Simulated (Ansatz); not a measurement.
The reference is BAs (space group P6_422, No. 181; a = 3.429 Å, c = 7.403 Å; a hypothetical phase, not in the database extracts checked). Axes: x lies along a and z along c of the hexagonal cell.

Now apply this change: uniaxial strain ε_xx = +0.42 %, all other strain components held at zero; the atoms relax in the strained cell.

Levels (all Ansatz, a first-principles code, PAW): PBEsol (420 eV, scalar-relativistic without spin-orbit coupling); r2SCAN (500 eV, spin-orbit coupling left out); HSE06 (420 eV, no spin-orbit coupling).

At the geometry relaxed with PBEsol, these levels gave the following band gaps, in shuffled order: (a) 0.31 eV, (b) 0.91 eV, (c) 0.61 eV.

Q: Match each gap to its level.

A: (a) PBEsol; (b) HSE06; (c) r2SCAN.

Single points use the geometry relaxed with PBEsol. HSE06 gaps are upper bounds (no full band path). Stability against distortions was not tested. The base started in P3_121 and relaxed to P6_422 at this level.
